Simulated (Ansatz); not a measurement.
Hexagonal WC was calculated with BLYP in Ansatz (plane waves, PAW).

Settings: plane-wave cutoff 520 eV, 24×24×20 k mesh (along the axes of the cell as run), Fermi–Dirac smearing 0.05 eV, no spin polarisation, scalar-relativistic PAW data made under PBE.

Shape and atoms are relaxed at each volume.

Pressure at four volumes; x = ln(V/10.887 Å³). One pressure is withheld.

```json
[
 {"V (Å³/atom)": "10.452", "x": "-0.0408", "P (GPa)": "?"},
 {"V (Å³/atom)": "10.670", "x": "-0.0201", "P (GPa)": "7.32"},
 {"V (Å³/atom)": "10.887", "x": "0.0000", "P (GPa)": "0.00"},
 {"V (Å³/atom)": "11.323", "x": "0.0393", "P (GPa)": "-12.47"}
]
```

### Question
Pass a parabola P(x) through the three rows shown, estimate the bulk modulus and its pressure derivative near zero pressure, and predict the withheld pressure.

### Answer
Slopes between the rows: (0.00 − (7.32))/(0.0000 − (-0.0201)) = -364.18 and (-12.47 − (0.00))/(0.0393 − (0.0000)) = -317.30 GPa. Their difference over the span 0.0594 is c = 46.88/0.0594 = 789.2 GPa, so P(x) = 7.32 + (-364.18)(x − (-0.0201)) + 789.2 (x − (-0.0201))(x − (0.0000)). At the middle row B = −dP/dx = −[-364.18 + 789.2 × 0.0201] = 348.3 GPa, and B′ = dB/dP = 2c/B = 4.5. At x = -0.0408 the parabola gives 15.53 GPa; the run gives 15.46 GPa. The Birch–Murnaghan fit to the energies at all volumes has B0 = 346 GPa and B′ = 4.4.

Measured, for comparison: bulk modulus 384 ± 0.8 GPa (room temperature, not corrected to a static lattice, adiabatic, ultrasonic, our sources range from 377 to 412; as tabulated in Compression behavior of WC and WC-6%Co up to 50 GPa (OSTI 1006718)). Computed (rounded) less measured: bulk modulus -10 % (-8 % to -16 % over the range).

Note: the bulk modulus comes from volumes at which shape and atoms were relaxed.

Spin–orbit coupling is not included.

Ansatz is an electronic-structure program.
